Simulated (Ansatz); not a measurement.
## W: isotropic strain −2.00 %

The reference is W in the bcc (W type) structure (space group Im-3m, No. 229; a = 3.184 Å; relaxed with 0.1 eV smearing).

Perturbation: every lattice vector is shortened by 2.00 %; the atoms relax in the strained cell.

All numbers come from PBE (Ansatz, an electronic-structure program, PAW, spin-orbit coupling left out). Γ-centred 29×29×29 mesh, Fermi–Dirac width 0.1 eV.

The volume per atom shrinks by 0.95 Å³ (16.14 Å³ → 15.19 Å³) and the space group is still Im-3m (No. 229). The shortest interatomic distance drops by 0.055 Å (2.757 Å → 2.702 Å) and the energy rises by 59 meV/atom. The pressure goes from zero to 20.8 GPa and the band gap stays zero.

No phonon test of stability was made. All final runs are without spin polarisation.
